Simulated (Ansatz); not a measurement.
The reference is MoTe$_{2}$ (space group P6_3/mmc, No. 194; a = 3.4966 Å, c = 13.6959 Å; layered, stacked along the Cartesian z axis).

Calculations: PBE-D3(BJ) (Ansatz, an electronic-structure program; PAW; 420 eV plane waves; no spin-orbit coupling).

Before the change:

- Gap character = indirect, Γ → K–Γ (44 % along)
- Density = 8.04 g/cm³
- Band gap = 0.60 eV
- c/a ratio = 3.917
- Smallest direct gap = 1.03 eV

One thing is altered: cell and atoms relaxed at a pressure of 1.5 GPa.

Question: Estimate the effect on the gap character.

Answer: The gap character changes from indirect, Γ → K–Γ (44 % along) to indirect, K–Γ (81 % along) → K–Γ (44 % along).

Question: How does this affect the density?

Answer: The density increases by 0.24 g/cm³ to 8.28 g/cm³.

Question: What does the calculation give for the band gap after the change?

Answer: The band gap decreases by 0.14 eV to 0.46 eV.

Question: How does this affect the c/a ratio?

Answer: The c/a ratio decreases by 0.033, from 3.917 to 3.884.

Question: Predict the new smallest direct gap.

Answer: The smallest direct gap decreases by 0.13 eV, from 1.03 eV to 0.90 eV.

With Te present, leaving out spin-orbit coupling can change the band edges. Load acts through the strain it causes; cell and atoms are relaxed under it. Stability against distortions was not tested. The program warned that a D3 coordination switch lies within reach, so dispersion energies are less smooth here.
